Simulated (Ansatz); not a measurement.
**Be5Pt: response to strain**

Start from Be5Pt (space group F-43m, No. 216; a = 5.940 Å; a cell from a computed database, its experimental status unchecked). Axes: x, y, z lie along the cube axes.

Strains are applied to the cell and any free atomic positions relax; under biaxial strain the out-of-plane vector relaxes too.

Levels (all Ansatz, a quantum-chemistry and plane-wave program, PAW): PBEsol (420 eV, no SOC); r2SCAN (500 eV, spin-orbit coupling left out); HSE06 (420 eV, without spin-orbit coupling).

Band gaps by level, all at the geometries relaxed with PBEsol:

```csv
case,PBEsol,r2SCAN,HSE06
base,0.16 eV,0.16 eV,0.36 eV
"biaxial strain −0.37 %, plane normal [111], relaxed out of plane",0.15 eV,0.15 eV,0.35 eV
isotropic strain −3.15 %,0.21 eV,0.22 eV,0.49 eV
isotropic strain +3.32 %,zero,zero,–
uniaxial strain ε_yy = −3.44 %,0.11 eV,0.10 eV,0.33 eV
```

Single points use the geometry relaxed with PBEsol. HSE06 gaps are upper bounds (no full band path). Spin-orbit coupling, missing from the scalar runs, can matter with Pt. No phonon test of stability was made. All final runs are without spin polarisation.
